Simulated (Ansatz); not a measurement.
Results of HSE06 in Ansatz (plane waves, PAW) for Ca₃P₂ (model structure, started from the A-La2O3 type, P-3m1, No. 164, 5 atoms in the cell).

Numerical settings: plane-wave cutoff 460 eV, 6×6×4 k mesh (along the axes of the cell as run), Fermi–Dirac smearing 0.01 eV, scalar-relativistic PAW data made under PBE.

Cell (relaxed with PBEsol):

Space group P-3m1 (No. 164); a = 4.704 Å, b = 4.704 Å, c = 6.580 Å, α = 90.00°, β = 90.00°, γ = 120.00°

```
atom  site  symmetry       x       y       z
----  ----  --------  ------  ------  ------
P       2d       3m.  0.3333  0.6667  0.2225
Ca      1a      -3m.  0.0000  0.0000  0.0000
Ca      2d       3m.  0.6667  0.3333  0.3288
```

Problem. Give the computed band gap and smallest direct gap on the k points sampled.

Solution. 
* **band gap**: 1.58 eV (on the SCF k mesh) (indirect)
* **smallest direct gap on the k points sampled**: 2.44 eV

Note: the relaxation could raise the start's symmetry but not lower it, so the cell can be a saddle point; cell and atoms aren't relaxed at this level (largest force component 0.05 eV/Å, pressure 1.7 GPa).

Static lattice: no zero-point or thermal effects.

The result took very roughly 3 core-minutes.

A model structure was made by putting elements into a prototype or built by hand; it is no filed structure, need not be a known phase, and can be a saddle point held by its symmetry.

Ansatz is a program for electronic structure.
